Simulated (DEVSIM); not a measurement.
System: abrupt GaSb n-p junction, at 300 K.

| layer (left to right) | material | thickness (μm) | Nd (cm⁻³) | Na (cm⁻³) | τn (s) | τp (s) |
|---|---|---|---|---|---|---|
| 1 | GaSb | 3.60 | 7.4e16 | - | 2.7e-9 | 2.7e-9 |
| 2 | GaSb | 13.0 | - | 1.3e17 | 2.7e-9 | 2.7e-9 |

Left contact: ohmic. Right contact: ohmic. Voltage is applied to the left contact. Recombination: SRH at mid-gap, Auger. Mobility is constant in doping.

This is a model device: material constants are rounded textbook-type values typed into the input, and sizes, dopings and lifetimes were drawn at random. Values at 300 K.

```tsv
parameter	GaSb
gap (eV)	0.726
affinity (eV)	4.06
permittivity	15.7
Nc (cm⁻³)	2.1e17
Nv (cm⁻³)	1.8e19
μn (cm²/Vs)	5000
μp (cm²/Vs)	850
Cn (cm⁶/s)	5e-30
Cp (cm⁶/s)	5e-30
```

Simulated with DEVSIM: 1D drift-diffusion, Boltzmann statistics, complete ionisation; no tunnelling, impact ionisation, image-force lowering or self-heating.

**Question.** Give the dark forward current.

**Answer.** 
```tsv
V (V)	J (A/cm²)
-0.05	-0.00012
-0.10	-0.00046
-0.15	-0.0016
-0.20	-0.0064
-0.25	-0.030
-0.30	-0.16
-0.35	-1.0
-0.40	-6.5
-0.45	-40
-0.50	-200
-0.55	-610
-0.60	-1300
-0.65	-2400
```
